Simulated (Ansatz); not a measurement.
A computed series for CdSe: response to strain

Consider CdSe in the zinc blende structure (space group F-43m, No. 216; a = 6.082 Å).

Strains are applied to the cell and any free atomic positions relax.

Computed with PBEsol (Ansatz, a first-principles code), no spin-orbit coupling.

Candidates:
(a) isotropic strain −2.00 %
(b) isotropic strain −0.50 %
(c) isotropic strain −1.50 %
(d) isotropic strain +1.50 %

Notes on the quantities. energy relative to the base: free energy F.

Question: Order them by energy relative to the base, lowest first.

Answer: (b) isotropic strain −0.50 % (+1.1 meV/atom), (d) isotropic strain +1.50 % (+8.7 meV/atom), (c) isotropic strain −1.50 % (+9.8 meV/atom), (a) isotropic strain −2.00 % (+18 meV/atom)

Stability against distortions was not tested.
